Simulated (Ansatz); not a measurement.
The parent structure is Al in the fcc (Cu type) structure (space group Fm-3m, No. 225; a = 3.994 Å; relaxed with 0.1 eV smearing). Axes: x, y, z lie along the cube axes.

All numbers come from r2SCAN, PAW, 500 eV (Ansatz, a first-principles code; scalar-relativistic without spin-orbit coupling).

Before the change:

* **Pressure**: 0.0 GPa
* **Shortest interatomic distance**: 2.824 Å

The change: uniaxial strain ε_zz = −1.00 %, all other strain components held at zero, atoms relaxed at fixed cell.

Problem. How does this affect the energy relative to the base?

Solution. The energy increases by 0.7 meV/atom.

Problem. What happens to the pressure?

Solution. The pressure (mean of the normal stresses, compression positive) goes from zero to 1.0 GPa.

Problem. What does the calculation give for the shortest interatomic distance after the change?

Solution. The shortest interatomic distance shrinks by 0.014 Å (2.824 Å → 2.810 Å).

Stability against distortions was not tested.
